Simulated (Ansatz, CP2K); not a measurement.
A CP2K input for a self-consistent single point of SiS2 (Ibam, 6 atoms in the cell) (DFT PBE, GPW, DZVP-MOLOPT-SR-GTH basis, GTH-PBE potentials (GTH_POTENTIALS)):

```
&GLOBAL
  PROJECT sis2
  RUN_TYPE ENERGY_FORCE
  PRINT_LEVEL LOW
&END GLOBAL
&FORCE_EVAL
  METHOD Quickstep
  STRESS_TENSOR ANALYTICAL
  &DFT
    BASIS_SET_FILE_NAME BASIS_MOLOPT
    POTENTIAL_FILE_NAME GTH_POTENTIALS
    &QS
      METHOD GPW
      EPS_DEFAULT 1E-10
    &END QS
    &MGRID
      CUTOFF 400
      REL_CUTOFF 60
      NGRIDS 4
    &END MGRID
    &SCF
      SCF_GUESS ATOMIC
      EPS_SCF 1E-6
      MAX_SCF 100
      ADDED_MOS 6
      &DIAGONALIZATION
        ALGORITHM STANDARD
      &END DIAGONALIZATION
      &MIXING
        METHOD BROYDEN_MIXING
        ALPHA 0.4
        NBUFFER 12
        BETA 1
      &END MIXING
      &SMEAR ON
        METHOD FERMI_DIRAC
        ELECTRONIC_TEMPERATURE [K] 232.09
      &END SMEAR
    &END SCF
    &KPOINTS
      SCHEME MACDONALD 6 6 6 0.08333333333 0.08333333333 0.08333333333
    &END KPOINTS
    &XC
      &XC_FUNCTIONAL PBE
      &END XC_FUNCTIONAL
    &END XC
    &PRINT
      &MO
        EIGENVALUES T
        OCCUPATION_NUMBERS T
        NDIGITS 8
        FILENAME mo
        &EACH
          QS_SCF 0
        &END EACH
        ADD_LAST NUMERIC
      &END MO
      &MULLIKEN OFF
      &END MULLIKEN
    &END PRINT
  &END DFT
  &SUBSYS
    &CELL
      A 6.47468800 0.00000000 0.00000000
      B -3.98745400 5.10115600 0.00000000
      C 1.31706400 -3.79912100 5.07480100
      PERIODIC XYZ
    &END CELL
    &COORD
      SCALED
      Si       0.75000000     0.75000000     0.00000000
      Si       0.25000000     0.25000000     0.00000000
      S        0.88475000     0.79856000     0.68331000
      S        0.11525000     0.20144000     0.31669000
      S        0.61525000     0.29856000     0.91381000
      S        0.38475000     0.70144000     0.08619000
    &END COORD
    &KIND Si
      BASIS_SET DZVP-MOLOPT-SR-GTH-q4
      POTENTIAL GTH-PBE-q4
    &END KIND
    &KIND S
      BASIS_SET DZVP-MOLOPT-SR-GTH-q6
      POTENTIAL GTH-PBE-q6
    &END KIND
  &END SUBSYS
  &PRINT
    &FORCES ON
    &END FORCES
    &STRESS_TENSOR ON
    &END STRESS_TENSOR
  &END PRINT
&END FORCE_EVAL
```

Translate this input to Ansatz (an electronic-structure program).

One input that does it (others would too):

Ansatz 0.2 input:
```yaml
crystal:
  lattice:
    - [-2.940233, 5.022408, 2.837610]
    - [2.940233, -5.022408, 2.837610]
    - [2.940233, 5.022408, -2.837610]
  atoms:
    - { symbol: Si, position: [0.750000, 0.750000, 0.000000] }
    - { symbol: Si, position: [0.250000, 0.250000, 0.000000] }
    - { symbol: S, position: [0.884750, 0.798560, 0.683310] }
    - { symbol: S, position: [0.115250, 0.201440, 0.316690] }
    - { symbol: S, position: [0.615250, 0.298560, 0.913810] }
    - { symbol: S, position: [0.384750, 0.701440, 0.086190] }
basis:
  ecutwfc: 420.0
kpoints:
  mp_grid: { grid: [6, 6, 6] }
hamiltonian:
  xc: pbe
  pseudopotentials: { kind: paw }
scf:
  occupations: { method: fermi_dirac, width: 0.02 }
output:
  forces: true
  eigenvalues: true
  stress: true
```

Basis settings and potentials, where a program has them, do not carry over. This input uses DFT, PBE, plane waves, default PAW files.

The starting cell comes from a database of computed structures (which also holds hypothetical and non-ambient phases and stackings), without a prior relaxation at this level. Its lattice was rescaled by a random factor within 2.5 % of one.
